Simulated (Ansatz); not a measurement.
The reference is HgS (space group P3_221, No. 154; a = 4.1401 Å, c = 9.4086 Å; made of chains).

Now apply this change: every lattice vector is stretched by 4.10 %, atoms relaxed at fixed cell.

Levels (all Ansatz, a program for electronic structure, PAW, earlier PAW set): PBEsol (420 eV, spin-orbit coupling left out); PBEsol+SOC (420 eV, with spin-orbit coupling).

The geometry is relaxed with PBEsol.

* **PBEsol lowest conduction level above the VBM at special points**: Γ 1.68 eV; M 1.99 eV; L 2.26 eV; A 2.49 eV
* **PBEsol electron mass**: 0.41 mₑ along c, 1.5 mₑ across (at Γ)
* **PBEsol pressure**: -1.54 GPa
* **PBEsol smallest direct gap**: 1.72 eV

**Question.** Predict the lowest conduction level above the VBM at special points, electron mass, pressure and smallest direct gap from PBEsol+SOC.

**Answer.** The lowest conduction level above the VBM at special points changes from Γ 1.68 eV; M 1.99 eV; L 2.26 eV; A 2.49 eV to Γ 1.68 eV; M 1.94 eV; L 2.23 eV; A 2.44 eV; the electron mass changes from 0.41 mₑ along c, 1.5 mₑ across (at Γ) to 0.42 mₑ along c, 1.7 mₑ across (at Γ); the pressure shrinks by 0.51 GPa, from -1.54 GPa to -2.05 GPa; the smallest direct gap stays essentially unchanged (1.72 eV against 1.73 eV).

Single points use the geometry relaxed with PBEsol. The spin-orbit shifts are approximate. Spin-orbit coupling, missing from the scalar runs, can matter with Hg. The cells carry an imposed strain or load. Effective masses come from finite differences of ±0.01 Å⁻¹. No phonon test of stability was made. No dispersion term is included in the PBEsol runs.
